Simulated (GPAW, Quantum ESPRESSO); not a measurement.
A GPAW input for a self-consistent single point of YAl3 (Pm-3m, 4 atoms in the cell) (DFT PBEsol, plane waves, GPAW PAW datasets PBEsol (made by gpaw-setup)):

```python
from ase import Atoms
from ase.units import GPa
from gpaw import GPAW

atoms = Atoms(['Y', 'Al', 'Al', 'Al'],
              cell=[[4.204414, 0.000000, 0.000000],
                    [0.000000, 4.204414, 0.000000],
                    [0.000000, 0.000000, 4.204414]],
              positions=[[0.000000, 0.000000, 0.000000],
                         [0.000000, 2.102207, 2.102207],
                         [2.102207, 0.000000, 2.102207],
                         [2.102207, 2.102207, 0.000000]],
              pbc=True)

calc = GPAW(mode={'name': 'pw', 'ecut': 550},
            xc='PBEsol',
            kpts={'size': (6, 6, 6), 'gamma': True},
            occupations={'name': 'fermi-dirac', 'width': 0.1},
            nbands=-8,
            convergence={'forces': 0.001},
            symmetry={'symmorphic': False, 'tolerance': 0.0005},
            maxiter=100)

atoms.calc = calc

energy = atoms.get_potential_energy()
print('Energy (eV):', round(energy, 6))
forces = atoms.get_forces()
print('Forces (eV/Ang):')
print(forces.round(5))
stress = atoms.get_stress()
print('Stress (GPa, Voigt):', (stress / GPa).round(4))
```

### Question
Give the Quantum ESPRESSO input for the same structure, mesh, smearing and functional.

### Answer
This is the input that was run; spellings and numerical settings could be chosen otherwise.

```fortran
&CONTROL
    calculation = 'scf',
    prefix = 'yal3',
    outdir = './out',
    pseudo_dir = './',
    tprnfor = .true.,
    tstress = .true.,
/
&SYSTEM
    ibrav = 1,
    A = 4.20441400,
    nat = 4,
    ntyp = 2,
    ecutwfc = 45,
    ecutrho = 315,
    occupations = 'smearing',
    smearing = 'fermi-dirac',
    degauss = 0.0073499,
    input_dft = 'pbesol',
/
&ELECTRONS
    conv_thr = 1.0d-9,
    mixing_beta = 0.3,
/
ATOMIC_SPECIES
Y     88.9058  Y.pbe-spn-kjpaw_psl.1.0.0.UPF
Al    26.9815  Al.pbe-n-kjpaw_psl.1.0.0.UPF
ATOMIC_POSITIONS {crystal}
Y     0.00000000    0.00000000    0.00000000
Al    0.00000000    0.50000000    0.50000000
Al    0.50000000    0.00000000    0.50000000
Al    0.50000000    0.50000000    0.00000000
K_POINTS {automatic}
6 6 6  0 0 0
```

Basis, cutoffs, solver keys and any potentials are the target program's own. This input uses DFT, PBEsol, plane waves, PSlibrary PAW (PBE) pseudopotentials. Both were run: pressure 1.02 GPa in GPAW and 1.05 in Quantum ESPRESSO.

On Quantum ESPRESSO: the starting cell comes from a database of computed structures (which also holds hypothetical and non-ambient phases and stackings), without a prior relaxation at this level. Its lattice was rescaled by a random factor within 2.5 % of one.

On GPAW: the starting cell comes from a database of computed structures (which also holds hypothetical and non-ambient phases and stackings), without a prior relaxation at this level. Its lattice was rescaled by a random factor within 2.5 % of one.
